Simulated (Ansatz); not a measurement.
Take Mo in the bcc (W type) structure (space group Im-3m, No. 229; a = 3.151 Å; relaxed with 0.1 eV smearing) as the base. Axes: x, y, z lie along the cube axes.

Calculations: DFT with r2SCAN, PAW potentials and a 500 eV plane-wave cutoff in Ansatz (an electronic-structure program), scalar-relativistic without spin-orbit coupling.

For the base:

| Property | Value |
|---|---|
| Pressure | 0.0 GPa |
| Shortest interatomic distance | 2.729 Å |

Modification: biaxial strain +0.50 %, plane normal [001], relaxed out of plane (Cartesian); in-plane vectors clamped, the third vector and the atoms free.

Predict the new out-of-plane strain, energy relative to the base, pressure and shortest interatomic distance.

The out-of-plane strain is -0.33 %; the energy grows by 1.3 meV/atom; the pressure (mean of the normal stresses, compression positive) goes from zero to -1.8 GPa; the shortest interatomic distance increases by 0.006 Å to 2.735 Å.

Stability against distortions was not tested. All final runs are without spin polarisation.
